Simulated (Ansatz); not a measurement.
Ta: pressure series

The parent structure is Ta in the bcc (W type) structure (space group Im-3m, No. 229).

```yaml
crystal:
  lattice:
    - [-1.65242, 1.65242, 1.65242]
    - [1.65242, -1.65242, 1.65242]
    - [1.65242, 1.65242, -1.65242]
  atoms:
    - { symbol: Ta, position: [0.00000, 0.00000, 0.00000] }
```

Cell and atoms are relaxed at each pressure.

All numbers come from Kohn–Sham DFT with the r2SCAN functional, run in Ansatz (a program for electronic structure) with PAW and 500 eV plane waves, no spin-orbit coupling.

| P (GPa) | V (Å³/atom) |
|---|---|
| -2.00 | 18.229 |
| -1.00 | 18.137 |
| 0.88 | 17.971 |
| 2.10 | 17.867 |
| 4.50 | 17.671 |
| 8.99 | 17.328 |
| 14.99 | 16.913 |
| 22.49 | 16.449 |
| 29.99 | 16.035 |

### Question
Fit a third-order Birch–Murnaghan equation of state.

### Answer
Least squares on P(V) = (3B₀/2)[(V₀/V)^(7/3) − (V₀/V)^(5/3)]·[1 + (3/4)(B₀′ − 4)((V₀/V)^(2/3) − 1)] gives V₀ = 18.05 Å³/atom, B₀ = 205 GPa and B₀′ = 3.6.

Measured bulk modulus of Ta: 198 GPa (static lattice; corrected from measurement; as listed in H. Levämäki et al., Physical Review B (2014)); the computed value is 4 % above it.

Load acts through the strain it causes; cell and atoms are relaxed under it. No phonon test of stability was made. No other phases were tried under pressure. All final runs are without spin polarisation.
